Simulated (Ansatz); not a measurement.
The starting structures come from a database of crystals and need not be the phases stable at ambient conditions.

Inside the gap of an insulator the Bloch states are evanescent, with a wavenumber k + iκ along the transport direction.

Input:

```
HfBrN
1.0
    5.44290     0.00000     0.00669
    0.00000     8.63993     0.00000
   -2.33240     0.00000     2.69016
Hf Br N
2 2 2
Cartesian
 -1.16620   0.86349   1.34508
  1.55525   7.77644   1.34842
  2.72145   5.69931   0.00334
  0.00000   2.94062   0.00000
  2.72145   0.31487   0.00334
  0.00000   8.32505   0.00000
```

Space group of this cell: Pmmn. The cell was relaxed by PBE-D3(BJ).

Transport runs along the normal of the first two printed cell vectors.

The gap is the functional's own. No spin-orbit coupling. Mid-gap values are interpolated on the energy grid.

Q: State the band gap and the smallest decay constant κ at mid-gap according to r2SCAN in Ansatz (a program for electronic structure).

A: Gap 2.51 eV on a 12×4×12 mesh; κ = 0.218 1/Å, at the zone centre.
